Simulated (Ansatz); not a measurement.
**Carrier properties of LiBr (Fm-3m)**

```
LiBr
1.0
    0.00000     2.70550     2.70550
    2.70550     0.00000     2.70550
    2.70550     2.70550     0.00000
Li Br
1 1
Direct
  0.00000   0.00000   0.00000
  0.50000   0.50000   0.50000
```

Level of theory: PBEsol, rigid bands (plane waves, PAW, scalar-relativistic; Ansatz, a program for electronic structure). How the cell was made: cell and atoms relaxed with PBEsol.

```yaml
band_gap: 4.98 eV
electron conductivity mass (300 K, dilute): 0.35 mₑ
effective density of states N_c (300 K): 5.2e18 cm⁻³
density_of_states_mass_electrons: 0.35 mₑ
Seebeck coefficient, n-type 1e19 cm⁻³, 300 K: -171 μV/K
```

Rigid bands; masses and Seebeck coefficients take one relaxation time τ for all states and one kind of carrier; polarons and phonon drag are left out. Spin-orbit coupling is left out.
